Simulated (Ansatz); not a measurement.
Tl: Tl → In

The parent structure is Tl in the hcp (Mg type) structure (space group P6_3/mmc, No. 194; a = 3.520 Å, c = 5.602 Å).

One thing is altered: every Tl is replaced by In, then cell and atoms are relaxed.

The values are results of Ansatz (a program for electronic structure) r2SCAN, scalar-relativistic without spin-orbit coupling, not measurements. k-mesh 16×16×9 (Γ-centred); smearing 0.05 eV (Fermi–Dirac), for the changed cell.

```tsv
quantity	base	changed	shift
volume per atom	30.05 Å³	26.42 Å³	-3.63 Å³
density	11.29 g/cm³	7.22 g/cm³	-4.076 g/cm³
lattice parameter a	3.520 Å	3.333 Å	-0.187 Å
c/a ratio	1.591	1.648	+0.0562
band gap	zero	zero	–
```

Whether these cells are dynamically stable was not tested. For In in this form, whether it has been made was not checked. This is not the structure that In has at room temperature and ambient pressure.
